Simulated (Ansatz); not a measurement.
## 2 layers of hBN, twisted by 13.2°

Computed with PBE+D3(BJ) (plane waves to 420 eV, PAW; Ansatz, an electronic-structure program). Spin–orbit coupling is left out; PBE gaps are too small against experiment. Its k-point mesh 3×3×1, Fermi–Dirac width 0.01 eV. A dipole correction is on.

| Quantity | Value |
|---|---|
| gap between facing atomic planes | 3.39 Å |
| step of the vacuum level across the stack (top less bottom) | 0.00 eV |
| interaction energy of the frozen layers | -15.8 meV/Å² |
| interaction energy without the D3 term at this geometry | +3.7 meV/Å² |
| PBE gap over the mesh and listed points off it | 4.38 eV |
| valence and conduction edges under the vacuum level of the lower face | 5.83 and 1.45 eV |

```
CELL_PARAMETERS angstrom
     10.93569     0.00000     0.00000
     -5.46784     9.47058     0.00000
      0.00000     0.00000    21.50000
ATOMIC_POSITIONS crystal
  B  0.17556 0.77202 0.42037
  B  0.28077 0.03520 0.41977
  B  0.12277 0.14040 0.41903
  B  0.22798 0.40354 0.42037
  B  0.33333 0.66667 0.42109
  B  0.43862 0.92982 0.42074
  B  0.38593 0.29832 0.42024
  B  0.49119 0.56138 0.42074
  B  0.59646 0.82444 0.42037
  B  0.70168 0.08761 0.42024
  B  0.54385 0.19300 0.42069
  B  0.64915 0.45615 0.42069
  B  0.75443 0.71923 0.41977
  B  0.85960 0.98236 0.41903
  B  0.80700 0.35085 0.42069
  B  0.91239 0.61407 0.42024
  B  0.01764 0.87723 0.41903
  B  0.96480 0.24557 0.41977
  B  0.07018 0.50881 0.42074
  N  0.19301 0.64917 0.42094
  N  0.29836 0.91244 0.42029
  N  0.14042 0.01767 0.41881
  N  0.24554 0.28079 0.41967
  N  0.35083 0.54384 0.42094
  N  0.45616 0.80699 0.42094
  N  0.40355 0.17561 0.42021
  N  0.50881 0.43863 0.42069
  N  0.61408 0.70164 0.42029
  N  0.71921 0.96475 0.41967
  N  0.56137 0.07018 0.42069
  N  0.66667 0.33333 0.42093
  N  0.77206 0.59645 0.42021
  N  0.87725 0.85958 0.41881
  N  0.82439 0.22794 0.42021
  N  0.92982 0.49119 0.42069
  N  0.03525 0.75446 0.41967
  N  0.98233 0.12275 0.41881
  N  0.08756 0.38592 0.42029
  B  0.24557 0.96480 0.58023
  B  0.19300 0.54385 0.57931
  B  0.35085 0.80700 0.57931
  B  0.50880 0.07018 0.57926
  B  0.14040 0.12277 0.58097
  B  0.29832 0.38593 0.57976
  B  0.45615 0.64915 0.57931
  B  0.61407 0.91239 0.57976
  B  0.40354 0.22798 0.57963
  B  0.56138 0.49120 0.57926
  B  0.71923 0.75443 0.58023
  B  0.87723 0.01764 0.58097
  B  0.66667 0.33333 0.57891
  B  0.82444 0.59646 0.57963
  B  0.98236 0.85960 0.58097
  B  0.77202 0.17556 0.57963
  B  0.92982 0.43862 0.57926
  B  0.08761 0.70168 0.57976
  B  0.03520 0.28077 0.58023
  N  0.22794 0.82439 0.57979
  N  0.17561 0.40355 0.57979
  N  0.33333 0.66667 0.57907
  N  0.49119 0.92982 0.57931
  N  0.12275 0.98233 0.58119
  N  0.28079 0.24554 0.58033
  N  0.43863 0.50881 0.57931
  N  0.59645 0.77206 0.57979
  N  0.38592 0.08756 0.57971
  N  0.54384 0.35083 0.57906
  N  0.70164 0.61408 0.57971
  N  0.85958 0.87725 0.58119
  N  0.64917 0.19301 0.57906
  N  0.80699 0.45616 0.57906
  N  0.96475 0.71921 0.58033
  N  0.75446 0.03525 0.58033
  N  0.91244 0.29836 0.57971
  N  0.07018 0.56137 0.57931
  N  0.01767 0.14042 0.58119
```
